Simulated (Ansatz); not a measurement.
The starting structures come from a database of crystals and need not be the phases stable at ambient conditions.

 Where the default PAW files enter, the runs use the earlier of Ansatz's two default sets.

Tunnelling through a barrier is set by its complex band structure: the current falls as exp(−2κd) with the smallest κ.

Here is the system:

```
CELL_PARAMETERS angstrom
      4.41819     0.00000     0.00000
      0.00000     5.36596     0.00000
      0.00000    -2.68298     4.64706
ATOMIC_POSITIONS crystal
  Li 0.04584 0.66667 0.33333
  Li 0.95416 0.33333 0.66667
  H  0.58186 0.77548 0.63872
  H  0.41814 0.22452 0.36128
  H  0.58186 0.86324 0.22452
  H  0.41814 0.13676 0.77548
  H  0.58186 0.36128 0.13676
  H  0.41814 0.63872 0.86324
  Pt 0.00000 0.00000 0.00000
  O  0.75432 0.68299 0.67764
  O  0.24568 0.31701 0.32236
  O  0.75432 0.99465 0.31701
  O  0.24568 0.00535 0.68299
  O  0.75432 0.32236 0.00535
  O  0.24568 0.67764 0.99465
```

Space group of this cell: P-3. The cell was relaxed by PBE-D3(BJ); by r2SCAN its mean pressure is -2.1 GPa.

Transport runs along the normal of the first two printed cell vectors, the (100) plane of the conventional cell.

The gap is the functional's own, uncorrected, and κ follows it; spin-orbit coupling is left out. Mid-gap values are interpolated between the computed energies.

**Question.** Estimate the band gap and the smallest decay constant κ at mid-gap that r2SCAN run with Ansatz (a first-principles code) returns for this system.

**Answer.** Gap 2.99 eV on a 8×8×8 mesh; κ = 0.424 1/Å, at the zone centre.
